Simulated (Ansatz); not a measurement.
An Ansatz (an electronic-structure program) input (PBEsol (Ansatz, PAW, no SOC)):

Ansatz 0.2 input:
```yaml
crystal:
  lattice:
    - [0, 3.3120539334, 3.2595747795]
    - [3.2595747795, 0, 3.2595747795]
    - [3.2595747795, 3.3120539334, 0]
  atoms:
    - { symbol: Sb, position: [0.75, 0.75, 0.75] }
    - { symbol: In, position: [0, 0, 0] }
basis: { ecutwfc: 420, ecutrho_ratio: 4, xc_grid: 2, fft_grid_basis: typed }
kpoints: { mp_grid: { grid: [12, 12, 12] } }
hamiltonian:
  xc: pbesol
  dispersion: none
  pseudopotentials: { kind: paw }
scf: { occupations: { method: fermi_dirac, width: 0.05 }, convergence: { dr2_threshold: 0.0000000002 } }
relax: { f_tol: 0.005, max_steps: 50 }
output: { forces: true, stress: true }
checkpoint: { write: state.ck, write_every: 1000 }
```

Question: Which symmetry and how many k-points will the program report, and about how many plane waves at Γ?

Answer: Space group I-4m2 (ITA 119) with 8 operations, k-points 163 of 1728, and 1379 plane waves at Γ.

Question: And the final pressure?

Answer: -0.67 GPa (compression positive).

The cells carry an imposed strain or load. Stability against distortions was not tested. The final runs are not spin-polarised. The cell was made from InSb in the zinc blende structure (space group F-43m, No. 216) by this change: uniaxial strain ε_yy = +1.61 %.
